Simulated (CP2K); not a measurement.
Worked example: self-consistent single point of CuPt (P1, 2 atoms in the cell) in CP2K.

Method of the run: LDA (Pade form), GPW, DZVP-MOLOPT-SR-GTH basis, GTH-PADE potentials (GTH_POTENTIALS) (CP2K).

```
CuPt
1.0
    4.52657     0.00000     0.00000
    3.70659     2.59827     0.00000
    3.70659     1.16975     2.32007
Cu Pt
1 1
Direct
  0.00558   0.99882   0.00287
  0.49442   0.50118   0.49713
```

Reference input (self-consistent single point, DFT LDA (Pade form), GPW, DZVP-MOLOPT-SR-GTH basis, GTH-PADE potentials (GTH_POTENTIALS)): CUTOFF = 600 Ry; REL_CUTOFF = 40 Ry; SMEAR/METHOD = GAUSSIAN; SIGMA = 0.136 eV; KPOINTS/SCHEME = MONKHORST-PACK 9 9 9; XC_FUNCTIONAL = PADE; Cu/BASIS_SET = DZVP-MOLOPT-SR-GTH-q11; Cu/POTENTIAL = GTH-PADE-q11; Pt/BASIS_SET = DZVP-MOLOPT-SR-GTH-q18; Pt/POTENTIAL = GTH-PADE-q18; METHOD = GPW; EPS_DEFAULT = 1e-11. This run's input differs from it in these lines:

```diff
@@ -40,3 +40,4 @@
     &KPOINTS
-      SCHEME MONKHORST-PACK 9 9 9
+      SCHEME MONKHORST-PACK 8 8 8
+      GAMMA_CENTERED T
     &END KPOINTS
```

Output, abridged:

```
 SCF WAVEFUNCTION OPTIMIZATION

  Step     Update method      Time    Convergence         Total energy    Change
     1 NoMix/Diag. 0.20E+00      -     0.72892287      -169.1095241878 -1.69E+02
     2 Broy./Diag. 0.20E+00      -     0.17028479      -170.9322208718 -1.82E+00
     3 Broy./Diag. 0.20E+00      -     0.04004591      -169.9472835817  9.85E-01
     4 Broy./Diag. 0.20E+00      -     0.05430738      -169.3160992793  6.31E-01
     5 Broy./Diag. 0.20E+00      -     0.01214040      -168.7582028655  5.58E-01
     6 Broy./Diag. 0.20E+00      -     0.00672679      -168.7935871126 -3.54E-02
   [... 6 lines left out ...]
    13 Broy./Diag. 0.20E+00      -     0.00001587      -168.8706432383 -2.13E-05
    14 Broy./Diag. 0.20E+00      -     0.00000244      -168.8706522726 -9.03E-06
    15 Broy./Diag. 0.20E+00      -     0.00000209      -168.8706615783 -9.31E-06
    16 Broy./Diag. 0.20E+00      -     0.00000009      -168.8706652633 -3.69E-06
  *** SCF run converged in    16 steps ***

  Overlap energy of the core charge distribution:               0.00000000304075
  Self energy of the core charge distribution:               -247.20019828577358
  Core Hamiltonian energy:                                     62.81107970677478
  Hartree energy:                                              34.75680722253558
  Exchange-correlation energy:                                -19.23770461204403
  Smearing free energy correction:                             -0.00064929791300
  Fermi energy:                                                 0.40146728496134

  Total energy:                                              -168.87066526333680
  Total energy (extrapolated to sigma->0):                   -168.87034061438030

   [... lines left out ...]

 STRESS| Analytical stress tensor [bar]
 STRESS|                        x                   y                   z
 STRESS|      x       -2.06264366116E+05   1.46912433266E+04   9.59418418150E+03
 STRESS|      y        1.46912433266E+04  -2.49883427948E+05   2.46789662562E+03
 STRESS|      z        9.59418418150E+03   2.46789662562E+03  -2.52574131739E+05
 STRESS| 1/3 Trace                                            -2.36240641935E+05
```

The run converged in 16 iterations. Against the reference run the free energy goes up by 23.9 meV/atom, the pressure goes from -24.38 to -23.62 GPa and the largest force goes from 0.482 to 0.471 eV/Å.

The starting cell comes from a database of computed structures (which also holds hypothetical and non-ambient phases and stackings), without a prior relaxation at this level. Its atoms were displaced at random from the sites of space group no. 166. Spin polarisation is off. Values carry the incompleteness of an atom-centred basis. With a pressure of about -24 GPa the cell is away from its equilibrium volume at this level.

Cost on one core of a shared machine: roughly 4 min.
